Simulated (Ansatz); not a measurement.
Worked example: self-consistent single point of MgAu₃ (P1, 4 atoms in the cell) in Ansatz (a quantum-chemistry and plane-wave program).

Level of theory: PBEsol, PAW files made with PBE (plane waves; Ansatz).

The change in words: atoms moved at random. Reference geometry:
```
CELL_PARAMETERS angstrom
      4.10653     0.00000     0.00000
      0.00000     4.10653     0.00000
      0.00000     0.00000     4.10653
ATOMIC_POSITIONS crystal
  Mg 0.00000 0.00000 0.00000
  Au 0.50000 0.50000 0.00000
  Au 0.00000 0.50000 0.50000
  Au 0.50000 0.00000 0.50000
```

Reference input (self-consistent single point, DFT, PBEsol, plane waves, PAW files made with PBE): basis.ecutwfc = 420 eV; kpoints.mp_grid.grid = 6 6 6; hamiltonian.xc = pbesol; hamiltonian.pseudopotentials = {kind: paw} (the program's default PAW files); scf.occupations.method = fermi_dirac; scf.occupations.width = 0.1 eV. This run's input differs from it in these lines:

Ansatz 0.2 input:
```diff
@@ -6,6 +6,6 @@
   atoms:
-    - { symbol: Mg, position: [0.000000, 0.000000, 0.000000] }
-    - { symbol: Au, position: [0.500000, 0.500000, 0.000000] }
-    - { symbol: Au, position: [0.000000, 0.500000, 0.500000] }
-    - { symbol: Au, position: [0.500000, 0.000000, 0.500000] }
+    - { symbol: Mg, position: [-0.003807, -0.003957, 0.007029] }
+    - { symbol: Au, position: [0.510462, 0.498597, -0.009554] }
+    - { symbol: Au, position: [-0.001103, 0.509668, 0.507495] }
+    - { symbol: Au, position: [0.494448, -0.004308, 0.495030] }
 basis:
```

Log, with long lists cut:

```
SCF iter   1: F=—  HF=-40944.203319 eV  |F-HF|=—  |Δ(HF+E_count)|=         —  Δρ=1.22e-1  dr2=1.50e1  ethr=3.10e-3  ⟨swp⟩=6.7  Hψ=16657  notcnv=0  defer=15
all-band conjugate gradients solve this SCF's bands
preconditioner: auto → Kerker (q_TF=auto, 2.713 Å⁻¹)
SCF iter   2: F=—  HF=-40941.398003 eV  |F-HF|=—  |Δ(HF+E_count)|=    2.81e0  Δρ=6.13e-2  dr2=4.37e0  ethr=3.10e-3  ⟨swp⟩=2.8  Hψ=8088  notcnv=0  defer=122
   [... lines left out ...]
SCF iter   6: F=—  HF=-40940.155191 eV  |F-HF|=—  |Δ(HF+E_count)|=   3.52e-4  Δρ=2.52e-4  dr2=3.63e-5  ethr=2.06e-6  ⟨swp⟩=2.0  Hψ=6652  notcnv=0  defer=137
SCF iter   7: F=—  HF=-40940.155166 eV  |F-HF|=—  |Δ(HF+E_count)|=   2.54e-5  Δρ=7.78e-5  dr2=4.11e-6  ethr=5.42e-8  ⟨swp⟩=2.0  Hψ=6421  notcnv=0  defer=137
SCF iter   8: F=—  HF=-40940.155165 eV  |F-HF|=—  |Δ(HF+E_count)|=   7.12e-7  Δρ=2.14e-5  dr2=2.69e-7  ethr=6.14e-9  ⟨swp⟩=2.0  Hψ=7822  notcnv=0  defer=137
SCF iter   9: F=-40940.155165 eV  HF=-40940.155165 eV  |F-HF|=6.34e-9  |Δ(HF+E_count)|=   3.04e-8  Δρ=4.73e-6  dr2=1.58e-8  ethr=1.49e-10  ⟨swp⟩=10.2  Hψ=20446  notcnv=0
SCF 1 converged in 9 iterations: F = -40940.155165 eV  dr2 = 1.58e-8
Free energy (F): -40940.155165 eV
Internal energy: -40940.105431 eV  (E = F + TS)
E sigma→0 (E₀):  -40940.130298 eV
Entropy (-TS):   -0.049734 eV (-12.434 meV/atom)
Fermi energy:    17.189271 eV
--- Forces (eV/Å), atoms counted from 1 ---
  atom   1  Mg     0.09519889     0.12871304    -0.07048715
  atom   2  Au    -0.22610494    -0.10406191     0.29446628
  atom   3  Au     0.11051310    -0.26664151    -0.20677328
  atom   4  Au     0.02041662     0.24201915    -0.01723414
--- Stress (GPa, compression-positive) ---
       -2.358355       0.080567      -0.168392
        0.080567      -2.633513      -0.058757
       -0.168392      -0.058757      -2.506188
  P = ⅓ Tr σ = -2.4994 GPa (-24.994 kbar)
  The stress holds the Pulay correction. Without it, at fixed plane waves, as pw.x and ABINIT print it: P = -2.5376 GPa
```

The run converged in 9 iterations. Against the reference run the free energy rises by 6.0 meV/atom, the pressure goes from -2.81 to -2.50 GPa and the largest force goes from 0.000 to 0.386 eV/Å.

The starting cell comes from a database of computed structures (which also holds hypothetical and non-ambient phases and stackings), without a prior relaxation at this level. For this run, on top of that: atoms moved at random. Ansatz's pressure includes its estimate of the finite-basis (Pulay) stress.
